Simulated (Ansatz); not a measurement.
The starting structures come from a database of crystals and need not be the phases stable at ambient conditions.

By PBEsol, the system below comes out a metal.

Without scattering a metal conducts by its projected Fermi surface.

Given:

```
AlCr2C
1.0
    2.76860     0.00000     0.00000
   -1.38430     2.39768     0.00000
    0.00000     0.00000    12.60137
Al Cr C
2 4 2
Direct
  0.66667   0.33333   0.25000
  0.33333   0.66667   0.75000
  0.33333   0.66667   0.41494
  0.66667   0.33333   0.58506
  0.66667   0.33333   0.91494
  0.33333   0.66667   0.08506
  0.00000   0.00000   0.50000
  0.00000   0.00000   0.00000
```

Space group of this cell: P6_3/mmc. The cell is strained (lengths across the current scaled by 0.98, ions clamped); by PBEsol its mean pressure is 7.0 GPa.

The current flows along the normal of the first two printed cell vectors, the (001) (indices of the unstrained crystal) plane of the conventional cell. No spin-orbit coupling; the value is a mean over 0.1 eV about the Fermi level.

Predict the ballistic conductance per area from PBEsol (Ansatz, a program for electronic structure).

0.46 × 10¹⁵ S/m² for both spins.
